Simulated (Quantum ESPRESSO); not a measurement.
# Habitual settings against a tight run: SrCd2Pd (Cmcm, 8 atoms in the cell)

Self-consistent single point.

```
SrCd2Pd
1.0
    2.16240     5.24656     0.00000
   -2.16240     5.24656     0.00000
    0.00000     0.00000     7.98275
Sr Cd Pd
2 4 2
Direct
  0.06232   0.06232   0.25000
  0.93768   0.93768   0.75000
  0.35041   0.35041   0.05549
  0.64959   0.64959   0.94451
  0.64959   0.64959   0.55549
  0.35041   0.35041   0.44451
  0.77789   0.77789   0.25000
  0.22211   0.22211   0.75000
```

Method: PBEsol, GBRV 1.5 ultrasoft (PBESOL) pseudopotentials (plane waves; Quantum ESPRESSO).

Base settings: ecutwfc = 40 Ry; ecutrho = 320 Ry; occupations = smearing; smearing = fd; degauss = 0.0099958 Ry; potentials = {Sr: sr_pbesol_v1.uspp.F.UPF, Cd: cd_pbesol_v1.uspp.F.UPF, Pd: pd_pbesol_v1.4.uspp.F.UPF}; K_POINTS = automatic 5 5 3 0 0 0; conv_thr = 1e-09 Ry; mixing_beta = 0.7.

Tight run (finer mesh or higher cutoff; not a proven limit): ecutwfc: 40 Ry → 56 Ry; ecutrho: 320 Ry → 448 Ry; conv_thr: 1e-09 Ry → 7.3e-11 Ry; K_POINTS: automatic 5 5 3 0 0 0 → automatic 7 7 5 0 0 0. It gave Fermi level (on the code's own zero) 11.70 eV; pressure 1.20 GPa; largest force (vector length) 0.136 eV/Å.

Quick runs, as changes from the base:
- A: the base itself
- B: ecutwfc: 40 Ry → 32 Ry; ecutrho: 320 Ry → 256 Ry; smearing: fd → mp; degauss: 0.0099958 Ry → 0.019992 Ry; pseudopotentials: {Sr: sr_pbesol_v1.uspp.F.UPF, Cd: cd_pbesol_v1.uspp.F.UPF, Pd: pd_pbesol_v1.4.uspp.F.UPF} → {Sr: sr_lda_v1.uspp.F.UPF, Cd: cd_lda_v1.uspp.F.UPF, Pd: pd_lda_v1.4.uspp.F.UPF}; K_POINTS: automatic 5 5 3 0 0 0 → automatic 6 6 6 0 0 0 [LDA (PZ)]
- C: ecutwfc: 40 Ry → 20 Ry; ecutrho: 320 Ry → 160 Ry; conv_thr: 1e-09 Ry → 7.3e-05 Ry; K_POINTS: automatic 5 5 3 0 0 0 → automatic 4 4 4 0 0 0
- D: ecutwfc: 40 Ry → 24 Ry; ecutrho: 320 Ry → 192 Ry; smearing: fd → cold; degauss: 0.0099958 Ry → 0.036749 Ry; K_POINTS: automatic 5 5 3 0 0 0 → automatic 1 1 1 1 1 1
- E: ecutwfc: 40 Ry → 20 Ry; ecutrho: 320 Ry → 160 Ry; smearing: fd → mp; degauss: 0.0099958 Ry → 0.036749 Ry; K_POINTS: automatic 5 5 3 0 0 0 → automatic 2 2 2 1 1 1

Energies are extrapolated to zero smearing width, which holds to low order in the width alone (under cold and Methfessel-Paxton smearing the free energy itself is taken).

Dashes: energy of B, another energy zero; pressure of C, not trusted under this conv_thr with d or f elements.

† marks runs with another functional, U, potentials or spin treatment: their distance from the tight run is not a convergence error alone.

The count of work is k-points × plane waves × bands × iterations; it is no time. Core times come from one kind of shared machine and are given to one figure; runs under 30 s give none.

The starting cell comes from a database of computed structures (which also holds hypothetical and non-ambient phases and stackings), without a prior relaxation at this level. Its lattice was rescaled by a random factor within 2.5 % of one. Spin polarisation is off.

```
run  energy less tight (meV/atom)  pressure less tight (GPa)  largest miss in a force vector (eV/Å)  count of work / tight  core time / tight (rough)
---  ----------------------------  -------------------------  -------------------------------------  ---------------------  -------------------------
A                            28.0                       0.61                                  0.019                   0.21                        0.2
B†                              –                      -5.22                                  0.104                   0.41                        0.4
C                          4887.6                          –                                  0.081                  0.050                       0.06
D                           970.8                     -48.37                                  0.859                 0.0062                       0.04
E                          4784.6                    -163.11                                  0.125                 0.0089                       0.03
```

Among the runs at the tight run's level, the energy misses run from 28.0 to 4887.6 meV/atom.

Left out of this page: 1 run of the series outside the window shown, repeating another row's setting, or not comparable.
